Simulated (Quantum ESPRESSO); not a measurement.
Equation of state of wurtzite GaN (space group 186): energy against volume (Quantum ESPRESSO, PBEsol)

```xyz
4
Lattice="3.0974 0.0000 0.0000 -1.5487 2.6824 0.0000 0.0000 0.0000 5.0393" Properties=species:S:1:pos:R:3 pbc="T T T"
Ga     0.0000     1.7883     0.0000
Ga     1.5487     0.8941     2.5197
N      0.0000     1.7883     1.8998
N      1.5487     0.8941     4.4195
```

Level of theory: PBEsol, GBRV 1.5 ultrasoft (PBESOL) pseudopotentials (plane waves; Quantum ESPRESSO 7.5). Settings: ecutwfc = 65 Ry; ecutrho = 325 Ry; occupations = smearing; smearing = fermi-dirac; degauss = 0.000734986 Ry; potentials = {Ga: ga_pbesol_v1.4.uspp.F.UPF, N: n_pbesol_v1.2.uspp.F.UPF}; K_POINTS = automatic 12 12 7 0 0 0; conv_thr = 1e-10 Ry. The cell above is the first row's. The rows scale it uniformly. In all rows fractional positions and the k mesh are held. E is the free energy at the stated smearing, counted from the lowest row.

| V (Å^3/atom) | E (meV/atom) |
|---|---|
| 10.467 | ? |
| 10.695 | 29.25 |
| 10.922 | 13.02 |
| 11.150 | 3.50 |
| 11.377 | 0.00 |
| 11.605 | 1.91 |
| 11.832 | 8.68 |
| 12.060 | 19.81 |
| 12.288 | 34.85 |

Q: Fit E against V with the third-order Birch-Murnaghan form, a cubic in V^(-2/3), and predict the withheld value at V = 10.467.

A: With u = V^(-2/3) - 0.197, the rows have u = 0.009006, 0.006141, 0.003363, 0.000689, -0.001909, -0.004413, -0.006848, -0.009207. Least squares gives E = 0.005 - 268.82·u + 386196·u² + 467445·u³. Residuals (row less fit): 0.001, -0.007, 0.013, -0.003, -0.012, 0.008, 0.004, -0.003; standard error 0.011 (degrees of freedom: 4). Its minimum lies at u = 0.000348, so V0 = (0.197348)^(-3/2) = 11.41. There d²E/du² = 773400 and d³E/du³ = 2805000, so B0 = (4/9) × 11.41^(-7/3) × 773400 × 0.160218 = 188 GPa (the last factor turns the table's units into GPa), and B0' = 4 + (2/3) × 0.197348 × (2805000)/773400 = 4.5. The program's pressures in the fitted runs (not shown) pass through zero at V = 11.39, 0.19 % from this V0. At the withheld row, u = 0.011987, so E = 0.005 - 268.82 × 0.011987 + 386196 × 0.011987² + 467445 × 0.011987³ = 53.080 meV/atom. The calculation gives 52.94 meV/atom, 0.140 meV/atom below the prediction (0.3 % of the range of E in the table). The row lies outside the fitted rows, so this is an extrapolation. From the scatter of the fitted rows alone, a prediction at this place has a standard error of 0.032 meV/atom, so the miss is 4.4 times that.

Carrying the step between the two nearest rows on in a straight line would have given 45.55, off by 7.39; series whose last step already gives the withheld value aren't shown. The scan was laid around a cell of about the measured size, scaled by a guess for this functional; axis ratios and inner coordinates come from that cell. The runs keep the symmetry of the cell, so they don't test it for distortions. The shape of the cell and the inner coordinates aren't relaxed, so V0 and B0 belong to this uniform scaling; a relaxed crystal lies no higher in energy and is usually softer (forces reach 0.03 eV/Å in these rows). Cutoffs and mesh are single choices, not tested for convergence of this quantity. Series with a scatter that would blur these digits, or in which a gap closes, are not shown. Nor are scans whose minimum lies at an end fitted in this form.

Terms beyond the fitted order, or numerical noise in single rows, can give a miss of this size; the table doesn't tell which.
